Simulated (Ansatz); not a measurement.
**rock-salt HfN (0 0 1) on antifluorite Mg2Si (0 0 1) (film strained to the substrate, started from cuts of the bulks and a machine-learned relaxation; slabs Mg12Si5 and Hf8N8, which can lie off the formulas)**

A periodic stack without vacuum, rock-salt HfN (0 0 1) on antifluorite Mg2Si (0 0 1) (film strained to the substrate, started from cuts of the bulks and a machine-learned relaxation; slabs Mg12Si5 and Hf8N8, which can lie off the formulas): substrate slab Mg12Si5, film Hf8N8, surface cells [[1, 0], [1, 1]] and [[0, -1], [2, 1]], film strained by -1.1 and -1.1 %, outermost planes Mg/Mg and HfN/HfN as cut, which need not be the usual terminations and can put a slab off its formula.

The start was prepared with a machine-learned potential, and the result is one local minimum, with the in-plane cell held and forces under 0.04 eV/Å; the film can end far from its bulk form.

All values below come from PBE (plane waves to 420 eV, PAW; Ansatz, a first-principles code). Spin–orbit coupling is left out; the runs are not spin-polarised; PBE gaps are too small against experiment. Its k-point mesh 7×7×1, Fermi–Dirac width 0.05 eV.

| Quantity | Value |
|---|---|
| interface area | 20.3 Å² |
| period | 27.37 Å |
| heights between the nearest atoms of the two slabs at the two interfaces | 2.29 and 2.29 Å |
| Hf–Mg contacts across the interfaces within 1.22 times the sum of covalent radii | 16, mean 3.26 Å |
| Mg–N contacts across the interfaces within 1.22 times the sum of covalent radii | 4, mean 2.29 Å |
| estimate of the barrier | withheld, since the Fermi level falls at or inside a band of the host, which a slab this thin can't settle |

```xyz
33
Lattice="4.4986 0.0004 0.1521 -0.0002 4.4996 -0.0619 1.3128 0.3748 27.4311" Properties=species:S:1:pos:R:3 pbc="T T T"
Mg     2.2833     4.1295     4.3130
Mg     4.5285     1.8802     4.4213
Mg     4.6228     1.8351     1.2568
Mg     2.3681     4.0850     1.1471
Mg     2.0727     4.2182    10.6585
Mg     4.3244     1.9684    10.7654
Mg     4.4322     1.9244     7.5831
Mg     2.1822     4.1741     7.4761
Mg     1.8232     4.3021    16.9864
Mg     4.0787     2.0515    17.0907
Mg     4.2017     2.0113    13.9267
Mg     1.9570     4.2602    13.8215
Si     4.4821     4.1519     5.9582
Si     2.3281     1.8571     2.7334
Si     4.2638     4.2398    12.3283
Si     2.1285     1.9463     9.0979
Si     1.8902     2.0318    15.4620
Hf     1.6646     4.3640    21.5709
Hf     3.9125     2.1147    21.6919
Hf     3.9918     4.3334    19.3922
Hf     1.7393     2.0840    19.4078
Hf     1.5094     4.4273    26.1727
Hf     3.7591     2.1768    26.2189
Hf     3.8330     4.3964    23.9941
Hf     1.5852     2.1463    23.9351
N      3.9121     4.3648    21.6826
N      1.6629     2.1145    21.6191
N      1.7439     4.3325    19.2727
N      3.9910     2.0833    19.3904
N      3.7570     4.4278    26.2916
N      1.5061     2.1778    26.2363
N      1.5849     4.3957    23.8826
N      3.8346     2.1463    24.0076
```
